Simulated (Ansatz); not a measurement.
## A constructed model of the (110) surface of bcc Mo, p(2x2) surface alloy, Au on one Mo site of the top plane (bottom of the slab: a bare face, its two planes held)

Method: PBE (plane waves to 420 eV, PAW; Ansatz, an electronic-structure program).

Slab: 24 atoms, 11.1 Å thick at the start; k 7x7x1, smearing 0.1 eV, dipole-corrected; 8 atoms held, the rest relaxed; start symmetry kept, larger cells not searched; no spin, no spin-orbit, no U. It is one candidate, not shown to be the stable structure of the face.

The work function of the top face is 4.72 eV, the energy released by relaxation comes out as 0.48 eV and the cost is around 7 core-minutes (rough).
